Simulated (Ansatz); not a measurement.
The parent structure is ZnO in the wurtzite structure (space group P6_3mc, No. 186; a = 3.231 Å, c = 5.216 Å). Axes: x lies along a and z along c of the hexagonal cell.

Modification: biaxial strain −0.35 %, plane normal [001], relaxed out of plane (Cartesian); in-plane vectors clamped, the third vector and the atoms free.

Levels (all Ansatz, a quantum-chemistry and plane-wave program, PAW, earlier PAW set): PBEsol (420 eV, spin-orbit coupling left out); r2SCAN (500 eV, spin-orbit coupling left out); HSE06 (420 eV, without spin-orbit coupling); PBEsol+SOC (420 eV, spin-orbit coupling included).

One geometry, relaxed with PBEsol, under each level:

The valence-band top lists the three highest levels at Γ (Kramers pairs under SOC), from the VBM.

```json
[
 {"level": "PBEsol", "band gap": "0.70 eV", "lowest conduction level above the VBM at special points": "Γ 0.70 eV; A 3.38 eV; L 5.59 eV; M 5.75 eV", "valence-band top at Γ": "0.00, 0.00, -0.10 eV", "electron mass": "0.13 mₑ (at Γ)", "hole mass": "–", "pressure": "0.50 GPa"},
 {"level": "r2SCAN", "band gap": "1.23 eV", "lowest conduction level above the VBM at special points": "Γ 1.23 eV; A 3.93 eV; L 6.26 eV; M 6.46 eV", "valence-band top at Γ": "–", "electron mass": "0.19 mₑ (at Γ)", "hole mass": "–", "pressure": "0.80 GPa"},
 {"level": "HSE06", "band gap": "?", "lowest conduction level above the VBM at special points": "?", "valence-band top at Γ": "–", "electron mass": "–", "hole mass": "–", "pressure": "–"},
 {"level": "PBEsol+SOC", "band gap": "0.68 eV", "lowest conduction level above the VBM at special points": "Γ 0.68 eV; A 3.36 eV; L 5.57 eV; M 5.73 eV", "valence-band top at Γ": "0.00, -0.03, -0.12 eV", "electron mass": "0.13 mₑ (at Γ)", "hole mass": "2.0 mₑ out of plane, 0.29 mₑ in plane (at Γ)", "pressure": "0.49 GPa"}
]
```

Q: Give the withheld HSE06 results.

A: 
- HSE06, band gap: 2.52 eV
- HSE06, lowest conduction level above the VBM at special points: Γ 2.52 eV; A 5.28 eV; L 7.56 eV

Single points use the geometry relaxed with PBEsol. Their cutoffs differ, which shifts pressures a little. Differences between runs with and without spin-orbit coupling are approximate. Effective masses come from finite differences of ±0.01 Å⁻¹. Stability against distortions was not tested.
